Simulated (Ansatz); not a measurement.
**What electrons 5.0×10^21 cm⁻³ does to hypothetical CdI2 type SiO2**

Start from SiO$_{2}$ in the CdI2 type structure (space group P-3m1, No. 164; a = 2.6703 Å, c = 4.5421 Å; a hypothetical phase, not in the database extracts checked; layered, stacked along the Cartesian z axis).

Now apply this change: electron doping at 5.0×10^21 cm⁻³ (0.140 per cell), with a uniform compensating background at fixed cell and a 300 K Fermi–Dirac width.

Level of theory: Ansatz (a first-principles code) r2SCAN+rVV10, no spin-orbit coupling. k-mesh 25×25×13 (Γ-centred); smearing 0.0259 eV (Fermi–Dirac).

- Gap between the host's bands: 7.08 eV (base 7.21 eV)
- Gap character: indirect, k = (0.080, 0.120, 0) in the run's primitive reciprocal basis → Γ (base indirect, k = (0.080, 0.120, 0) in the run's primitive reciprocal basis → Γ)
- Largest internal atomic displacement: 0.011 Å
- Fermi level relative to the doped band's edge (positive inside the band; to 0.05 eV): +1.65 eV

Final structure:

```xyz
3
Lattice="2.6703 0.0000 0.0000 -1.3351 2.3125 0.0000 0.0000 0.0000 4.5421" Properties=species:S:1:pos:R:3 pbc="T T T"
Si     0.0000     0.0000     0.0000
O      1.3351     0.7708     0.9138
O      0.0000     1.5417     3.6284
```
Cell charge -0.14024.

Charged cell with a jellium background: band edges are those of the host's band count, energies are not comparable with the neutral cell, and many-body gap narrowing is missing. Stability against distortions was not tested.
